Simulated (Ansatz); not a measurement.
Base system: ZnS in the wurtzite structure (space group P6_3mc, No. 186; a = 3.845 Å, c = 6.305 Å). Axes: x lies along a and z along c of the hexagonal cell.

Calculations: PBE, PAW, 420 eV (Ansatz, a program for electronic structure; no SOC).

For the base:

* **Shortest interatomic distance**: 2.357 Å

Modification: compressive biaxial strain of 2.40 % in the plane normal to [001], as in epitaxy on a mismatched substrate; the out-of-plane cell vector and the atoms relax.

### Question
What does the calculation give for the in-plane stress and shortest interatomic distance after the change?

### Answer
The mean in-plane stress (compression positive) amounts to +3.7 GPa; the shortest interatomic distance decreases by 0.030 Å (2.357 Å → 2.327 Å).

Whether these cells are dynamically stable was not tested.
